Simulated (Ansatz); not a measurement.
Functionals compared on SiH3 on the 1x1 (0001) surface of hcp Co, ferromagnetic, one in a 2x2 cell, started at the site 'hollow Co-Co-Co', in Ansatz (plane waves, PAW). The structure was relaxed with PBE; the other rows are single points on it, each with its references at the same level. Cutoff 420 eV.

Slab: 20 atoms, 6.0 Å thick at the start under the adsorbate (thin: gaps and levels are the slab's own); k 7x7x1, smearing 0.1 eV, dipole-corrected; 8 atoms held, the rest relaxed; symmetry of the start imposed; spin-polarised, no spin-orbit, no U, no dispersion correction. At the end it is bonded to 3 Co. In PBE it is, or lies within 0.03 eV of, the lowest of the starts that converged. These notes are the PBE run's. Adsorption energies are against SiH4(g) − ½ H2(g). A negative adsorption energy means that the adsorbate is more stable on the surface than in its reference.

```tsv
functional	adsorption energy (eV)	work function of the top face (eV)	change of the work function (eV)	magnetic moment of the cell (μB)	rough cost of the single point
PBE	-0.81	4.70	-0.27	26.37	–
RPBE	[?]	[?]	[?]	26.59	about 3 core-minutes (a rough figure)
```

Task: Complete the blanks.

Result: 
- RPBE, adsorption energy (eV): -0.44
- RPBE, work function of the top face (eV): 4.62
- RPBE, change of the work function (eV): -0.19

Ansatz is a first-principles code.
